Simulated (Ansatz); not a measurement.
# Response to strain in Y

Consider Y in the hcp (Mg type) structure (space group P6_3/mmc, No. 194; a = 3.683 Å, c = 5.698 Å). Axes: x lies along a and z along c of the hexagonal cell.

Strains are applied to the cell and any free atomic positions relax; under biaxial strain the out-of-plane vector relaxes too; under stress the whole cell relaxes.

Level of theory: DFT with r2SCAN, PAW potentials and a 500 eV plane-wave cutoff in Ansatz (a quantum-chemistry and plane-wave program), without spin-orbit coupling.

Notes on the quantities. pressure: mean of the normal stresses, compression positive.

```csv
case,volume per atom,pressure,space group
base,33.46 Å³,0.0 GPa,P6_3/mmc (No. 194)
"biaxial strain −3.02 %, plane normal [001], relaxed out of plane",___,___,P6_3/mmc (No. 194)
"biaxial strain −2.54 %, plane normal [001], relaxed out of plane",32.23 Å³,1.7 GPa,P6_3/mmc (No. 194)
"biaxial strain −0.72 %, plane normal [001], relaxed out of plane",33.10 Å³,0.5 GPa,P6_3/mmc (No. 194)
isotropic strain −5.91 %,27.87 Å³,9.6 GPa,P6_3/mmc (No. 194)
isotropic strain −1.40 %,32.08 Å³,1.8 GPa,P6_3/mmc (No. 194)
isotropic strain +4.95 %,38.68 Å³,-4.7 GPa,P6_3/mmc (No. 194)
tensor shear ε_xy = −0.82 %,33.46 Å³,0.0 GPa,P2_1/m (No. 11)
"uniaxial stress, 0.5 GPa compression along z",33.31 Å³,–,P6_3/mmc (No. 194)
tensor shear ε_xz = +0.72 %,33.46 Å³,0.0 GPa,C2/c (No. 15)
```

Task: What belongs in the blanks?

Result: 
- biaxial strain −3.02 %, plane normal [001], relaxed out of plane, volume per atom: 32.01 Å³
- biaxial strain −3.02 %, plane normal [001], relaxed out of plane, pressure: 2.0 GPa

Without a gap, meshes like the base's 15×15×8 leave anisotropic stresses uncertain by several tenths of a GPa, and small strain energies with them. Beyond what the load breaks, stability against distortions was not tested. All final runs are without spin polarisation.
